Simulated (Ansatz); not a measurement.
Consider SiC (space group P6_3mc, No. 186; a = 3.078 Å, c = 10.076 Å).

Structures relaxed with PBEsol, PAW, 420 eV (Ansatz, a first-principles code; no SOC).

Base:

Simulated powder pattern, Cu Kα1, λ = 1.54056 Å (kinematic, ideal powder, no thermal factors, no anomalous dispersion; the 8 strongest lines at most, above 2 %, up to 2θ = 90°):

```json
[
 {"2θ (°)": "33.59", "I/Imax (%)": "25", "hkl": "(100)"},
 {"2θ (°)": "34.78", "I/Imax (%)": "100", "hkl": "(101)"},
 {"2θ (°)": "35.61", "I/Imax (%)": "67", "hkl": "(004)"},
 {"2θ (°)": "38.16", "I/Imax (%)": "100", "hkl": "(102)"},
 {"2θ (°)": "57.26", "I/Imax (%)": "26", "hkl": "(105)"},
 {"2θ (°)": "60.07", "I/Imax (%)": "61", "hkl": "(110)"},
 {"2θ (°)": "65.66", "I/Imax (%)": "46", "hkl": "(106)"},
 {"2θ (°)": "71.82", "I/Imax (%)": "46", "hkl": "(114)"}
]
```

One thing is altered: the cell is scaled by 1.0075 in all directions; the atoms relax in the strained cell.

**Question.** Where do the lines fall after the change?

**Answer.** 
Simulated powder pattern, Cu Kα1, λ = 1.54056 Å (kinematic, ideal powder, no thermal factors, no anomalous dispersion; the 8 strongest lines at most, above 2 %, up to 2θ = 90°):

| 2θ (°) | I/Imax (%) | hkl |
|---|---|---|
| 33.33 | 25 | (100) |
| 34.52 | 100 | (101) |
| 35.34 | 67 | (004) |
| 37.87 | 99 | (102) |
| 56.80 | 26 | (105) |
| 59.57 | 61 | (110) |
| 65.11 | 46 | (106) |
| 71.20 | 46 | (114) |

The indices refer to the base's conventional cell; one index is shown for lines that coincide.

Whether these cells are dynamically stable was not tested.
